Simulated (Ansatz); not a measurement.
What Ti → Nb does to Ti

Base system: Ti in the hcp (Mg type) structure (space group P6_3/mmc, No. 194; a = 2.9359 Å, c = 4.6364 Å).

One thing is altered: Nb takes the place of Ti on all its sites; the structure is relaxed again.

All numbers come from Ansatz (an electronic-structure program), r2SCAN, PAW, cutoff 500 eV, scalar-relativistic without spin-orbit coupling. Settings: 19×19×9 k-points, 0.05 eV Fermi–Dirac smearing, for the changed cell.

```json
{
  "volume_per_atom": "18.56 Å³ (base 17.30 Å³)",
  "density": "8.31 g/cm³ (base 4.59 g/cm³)",
  "c/a ratio": "1.835 (base 1.579)",
  "space_group": "P6_3/mmc (No. 194) (base P6_3/mmc (No. 194))",
  "shortest_interatomic_distance": "5.402 bohr (base 5.427 bohr)",
  "band_gap": "zero (base zero)"
}
```

Cost of the whole job for the changed cell (relaxation, final SCF and bands): about 3 core-minutes (a rough figure).

No phonon test of stability was made. For Nb in this form, whether it has been made was not checked. The final runs are not spin-polarised. This is not the structure that Nb has at room temperature and ambient pressure.
